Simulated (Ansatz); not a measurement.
Hypothetical P6_3/mmc PtSe2 under a change: tensor shear ε_xz = −2.34 %

The reference is PtSe2 in the 2H-MoS2 type structure (space group P6_3/mmc, No. 194; a = 3.5911 Å, c = 11.2512 Å; a hypothetical phase, not in the database extracts checked; layered, stacked along the Cartesian z axis). Axes: x lies along a and z along c of the hexagonal cell.

One thing is altered: tensor shear ε_xz = −2.34 % (engineering shear γ = -0.0468); the atoms relax in the strained cell.

All numbers come from r2SCAN+rVV10/PAW in Ansatz (a quantum-chemistry and plane-wave program), spin-orbit coupling left out. Settings: 15×15×4 k-points, 0.05 eV Fermi–Dirac smearing.

The space group becomes C2/c (No. 15) (base: P6_3/mmc (No. 194)) and the shortest interatomic distance falls by 0.062 Å to 2.492 Å. The energy shrinks by 0.6 meV/atom and the pressure (mean of the normal stresses, compression positive) goes from zero to 0.3 GPa. The band gap stays zero and the largest internal atomic displacement comes out as 0.220 Å. The stress (xx, yy, zz, yz, xz, xy; compression positive) amounts to (-0.4, 1.6, -0.4, 0.0, 0.0, 0.0) GPa (rough).

Final structure:

```
PtSe2
1.0
    3.59114     0.00000    -0.08403
   -1.79557     3.11002     0.04202
   -0.26328     0.00000    11.25123
Pt Se
2 4
Direct
  0.31306   0.62613   0.25000
  0.68694   0.37387   0.75000
  0.34581   0.73331   0.61683
  0.61249   0.26669   0.11683
  0.65419   0.26669   0.38317
  0.38751   0.73331   0.88317
```

Without a gap, meshes like the base's 15×15×4 leave anisotropic stresses uncertain by several tenths of a GPa, and small strain energies with them. Stability against distortions was not tested. All final runs are without spin polarisation. Under tensor shear ε_xz = −2.34 % the cell ends below the base's energy or with stress of the wrong sign: the atoms slid into a distortion or the cell is elastically unstable, so the base is not a stable minimum at this level. PtSe2 has a high density of states at the Fermi level and may be magnetic at this level.
